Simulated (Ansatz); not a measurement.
Take BaTiO3 in the cubic perovskite structure (space group Pm-3m, No. 221) as the base.

Method: LDA, PAW, 420 eV (Ansatz, a program for electronic structure; without spin-orbit coupling).

Measured: band gap 3.2 eV (temperature not stated; as listed in Yu-ichiro Matsushita, Kazuma Nakamura, Atsushi Oshiyama, Physical Review B (2011)).

Question: What do the calculations give for these quantities, and how do they miss?

Answer: 
| level | band gap |
|---|---|
| LDA | 1.83 eV |

Computed minus measured — band gap: LDA -1.37 eV. Measured values not marked as corrected hold thermal and zero-point effects that the static-lattice runs lack. A measured gap can be an optical one, lowered by exciton binding. Levels without spin-orbit coupling miss its effect on the gap.

Stability against distortions was not tested. All final runs are without spin polarisation. Many cubic perovskites are stable only at high temperature; tilts and polar distortions were not tested. This is not the structure that BaTiO3 has at room temperature and ambient pressure.
